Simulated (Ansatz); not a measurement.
**PbO2: pressure series**

Consider PbO₂ in the rutile structure (space group P4_2/mnm, No. 136; a = 5.0816 Å, c = 3.4436 Å).

Cell and atoms are relaxed at each pressure.

Computed with plane-wave PAW DFT at the PBE level (Ansatz, a quantum-chemistry and plane-wave program, 420 eV), no spin-orbit coupling.

Two rows of this table had their results exchanged by mistake.

```tsv
pressure	volume per atom (Å³)	shortest distance (Å)	band gap
pressure −2 GPa	15.12	2.214	zero
pressure −1 GPa	14.96	2.210	zero
pressure 0.3 GPa	14.78	2.206	zero
pressure 0.7 GPa	13.74	2.130	zero
pressure 1.5 GPa	14.62	2.197	zero
pressure 3 GPa	14.44	2.183	zero
pressure 5 GPa	14.22	2.166	zero
pressure 7.5 GPa	13.97	2.147	zero
pressure 10 GPa	14.73	2.204	zero
```

Q: Which two?

A: The rows for pressure 0.7 GPa and pressure 10 GPa: the volume has to fall steadily with pressure, so 14.73 Å³ belongs to pressure 0.7 GPa and 13.74 Å³ to pressure 10 GPa.

With Pb present, leaving out spin-orbit coupling can change the band edges. Load acts through the strain it causes; cell and atoms are relaxed under it. No phonon test of stability was made. No other phases were tried under pressure. The final runs are not spin-polarised. Gaps under 0.05 eV, about the width of the smearing, are given as zero. The zero or small gap of PbO2 can change with the level of theory.
